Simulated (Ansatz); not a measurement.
Defect migration in wurtzite GaN: N vacancy, charge state +3. These are HSE06, atoms relaxed with HSE06 at the PBE lattice, PAW (plane waves to 420 eV; Ansatz, a program for electronic structure) values and carry that method's errors.

Settings: 72 host sites, the relaxed PBE lattice, a 2×2×2 k-point mesh shifted by half a step along c, smearing 0.01 eV, spin-restricted, no image-charge correction. Static, classical nuclei. The charge state is imposed; whether it is stable for some Fermi level was not computed. Forms of the defect that were not tried may lie lower.

The step: a nearby N atom hops onto the vacant site. Atoms about the jump, Cartesian Å from the middle of the jump, before and after:

| atom | x0 | y0 | z0 | x1 | y1 | z1 |
|---|---|---|---|---|---|---|
| N1 | 0.82 | 0.47 | -1.33 | -0.82 | -0.47 | 1.33 |
| Ga2 | -0.81 | -0.47 | -1.18 | -1.15 | -0.66 | -0.51 |
| Ga3 | 1.14 | 0.66 | 2.11 | 0.80 | 0.46 | 1.96 |
| Ga4 | 2.42 | -0.48 | -0.70 | 2.75 | -0.66 | -0.51 |
| N5 | 2.40 | -0.48 | 1.30 | 2.42 | -0.47 | 1.33 |
| Ga6 | -0.81 | -2.71 | 2.11 | -0.80 | -2.37 | 1.99 |
| N7 | -0.81 | -2.34 | -1.33 | -0.80 | -2.33 | -1.32 |
| N8 | 0.79 | 2.32 | 1.30 | 0.80 | 2.33 | 1.33 |
| N9 | 0.81 | -3.24 | 1.30 | 0.80 | -3.26 | 1.32 |
| Ga10 | 0.81 | -3.26 | -0.70 | 0.80 | -3.27 | -0.64 |
| Ga11 | 0.80 | 2.33 | -0.70 | 0.80 | 2.71 | -0.51 |
| N12 | -2.43 | 0.47 | -1.33 | -2.41 | 0.47 | -1.32 |
| N13 | 2.41 | -2.32 | -1.30 | 2.40 | -2.33 | -1.32 |
| Ga14 | 2.43 | -2.33 | 1.98 | 2.40 | -2.37 | 1.99 |
| Ga15 | -2.75 | 0.66 | 2.11 | -2.45 | 0.49 | 1.99 |

Where do these atoms stand at the saddle point, and how high is it?


| atom | x | y | z |
|---|---|---|---|
| N1 | 0.20 | -0.36 | 0.43 |
| Ga2 | -1.09 | -0.62 | -0.78 |
| Ga3 | 0.99 | 0.54 | 1.90 |
| Ga4 | 2.36 | -0.62 | -0.41 |
| N5 | 2.61 | -0.49 | 1.47 |
| Ga6 | -0.70 | -2.48 | 1.95 |
| N7 | -0.87 | -2.41 | -1.40 |
| N8 | 0.87 | 2.43 | 1.38 |
| N9 | 0.88 | -3.28 | 1.30 |
| Ga10 | 0.76 | -3.27 | -0.68 |
| Ga11 | 0.76 | 2.63 | -0.50 |
| N12 | -2.52 | 0.46 | -1.35 |
| N13 | 2.35 | -2.33 | -1.31 |
| Ga14 | 2.48 | -2.35 | 2.02 |
| Ga15 | -2.65 | 0.64 | 2.06 |
It lies 2.85 eV above the start and 2.85 eV above the end. The saddle point's order was not checked. Symmetry-equivalent saddle points exist between the same ends.
